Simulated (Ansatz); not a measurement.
The starting structures come from a database of crystals and need not be the phases stable at ambient conditions.

 Where the default PAW files enter, the runs use the earlier of Ansatz's two default sets.

Evanescent states of MgTe(PbO₃)₂ (Fm-3m, not sure to be the ambient phase, 10 atoms a cell, 12.9 Å³ an atom, -2 GPa at this level) along the normal of (110)

Calculation: PBEsol (plane waves, PAW; Ansatz, a program for electronic structure).

The gap is the functional's own, uncorrected, and κ follows it; spin-orbit coupling is left out. Mid-gap values are interpolated between the computed energies.

Energies count from the valence-band top; κ is the least over a 6×4 mesh across the current.

| E (eV) | κ (1/Å) | where |
|---|---|---|
| 0.06 | 0.114 | off Γ |
| 0.18 | 0.155 | off Γ |
| 0.30 | 0.181 | off Γ |
| 0.42 | 0.200 | off Γ |
| 0.54 | 0.213 | off Γ |
| 0.66 | ? | off Γ |
| 0.78 | ? | off Γ |
| 0.90 | ? | off Γ |
| 1.02 | ? | off Γ |
| 1.14 | ? | off Γ |
| 1.26 | ? | off Γ |
| 1.38 | ? | off Γ |
| 1.50 | ? | off Γ |
| 1.62 | ? | off Γ |
| 1.74 | ? | off Γ |
| 1.86 | 0.229 | off Γ |
| 1.98 | 0.209 | Γ |
| 2.10 | 0.178 | Γ |
| 2.22 | 0.138 | Γ |
| 2.34 | 0.074 | Γ |

Q: Some entries are withheld; supply them.

A: 
- 0.66, κ (1/Å): 0.224
- 0.78, κ (1/Å): 0.231
- 0.90, κ (1/Å): 0.237
- 1.02, κ (1/Å): 0.241
- 1.14, κ (1/Å): 0.243
- 1.26, κ (1/Å): 0.244
- 1.38, κ (1/Å): 0.244
- 1.50, κ (1/Å): 0.242
- 1.62, κ (1/Å): 0.239
- 1.74, κ (1/Å): 0.235
